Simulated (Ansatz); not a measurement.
Start from Ti in the hcp (Mg type) structure (space group P6_3/mmc, No. 194; relaxed with 0.1 eV smearing).

```
Ti
1.0
    2.93978     0.00000     0.00000
   -1.46989     2.54592     0.00000
    0.00000     0.00000     4.65400
Ti
2
Direct
  0.66667   0.33333   0.75000
  0.33333   0.66667   0.25000
```

Cartesian axes are those of the cell as printed.

Computed with Kohn–Sham DFT with the PBE functional, run in Ansatz (an electronic-structure program) with PAW and 420 eV plane waves, no spin-orbit coupling.

Strains are applied to the cell and any free atomic positions relax.

One change was made to it. Results:

```json
[
 {"quantity": "energy relative to the base (free energy F)", "base": "0 meV/atom", "after": "+0.3 meV/atom"},
 {"quantity": "pressure (mean of the normal stresses, compression positive)", "base": "0.0 GPa", "after": "0.6 GPa"},
 {"quantity": "band gap", "base": "zero", "after": "zero"}
]
```

Task: Which change produced these results?
(A) uniaxial strain ε_zz = +1.50 %
(B) uniaxial strain ε_zz = −2.00 %
(C) uniaxial strain ε_zz = −0.50 %
(D) uniaxial strain ε_zz = −1.50 %

Result: C, uniaxial strain ε_zz = −0.50 %. For comparison, the energy relative to the base in the other runs: uniaxial strain ε_zz = −2.00 % gives +4.2 meV/atom; uniaxial strain ε_zz = +1.50 % gives +2.2 meV/atom; uniaxial strain ε_zz = −1.50 % gives +2.4 meV/atom.

Stability against distortions was not tested. All final runs are without spin polarisation.
